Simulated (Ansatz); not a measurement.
Base system: MgO in the rock salt structure (space group Fm-3m, No. 225; a = 4.204 Å).

Computed with r2SCAN (Ansatz, a first-principles code, PAW, scalar-relativistic without spin-orbit coupling).

One change was made to it. Results:

```
quantity              base        after
-------------  -----------  -----------
gap character  direct at Γ  direct at Γ
density         3.60 g/cm³   3.89 g/cm³
```

What was done to the base?
A. pressure −2 GPa
B. pressure 4.5 GPa
C. pressure −1 GPa
D. pressure 15 GPa

D, pressure 15 GPa. For comparison, the density in the other runs: pressure −2 GPa gives 3.56 g/cm³; pressure −1 GPa gives 3.58 g/cm³; pressure 4.5 GPa gives 3.70 g/cm³.

Load acts through the strain it causes; cell and atoms are relaxed under it. No phonon test of stability was made. Competing high-pressure phases were not computed.
